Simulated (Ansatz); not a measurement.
A Mo6Se6 chain, stretched and compressed along its axis from its relaxed period of 4.413 Å, atoms relaxed at each length.

These are PBE+D3(BJ) (plane waves to 420 eV, PAW; Ansatz, a quantum-chemistry and plane-wave program) values and carry that method's errors. Mesh 1×1×68. No spin polarisation, so a magnetic state wasn't tested. It repeats along c; a and b span vacuum. A hypothetical model. It keeps the symmetry and period of its start, so it need not be a minimum against all distortions. Values not marked SOC lack spin–orbit coupling. Buckling under compression is shut out by symmetry and the short period. Energies are free energies at a Fermi–Dirac width of 0.02 eV, from the unstrained cell.

```json
[
 {"strain (%)": "-3.0", "energy (meV a period)": "(withheld)", "axial force (nN)": "(withheld)"},
 {"strain (%)": "-1.5", "energy (meV a period)": "(withheld)", "axial force (nN)": "(withheld)"},
 {"strain (%)": "0.0", "energy (meV a period)": "0", "axial force (nN)": "+0.01"},
 {"strain (%)": "+1.5", "energy (meV a period)": "+57", "axial force (nN)": "+2.69"},
 {"strain (%)": "+3.0", "energy (meV a period)": "+218", "axial force (nN)": "+4.99"}
]
```

Q: Fill in the missing entries.

A: 
- -3.0, energy (meV a period): +243
- -3.0, axial force (nN): -6.05
- -1.5, energy (meV a period): +59
- -1.5, axial force (nN): -2.91
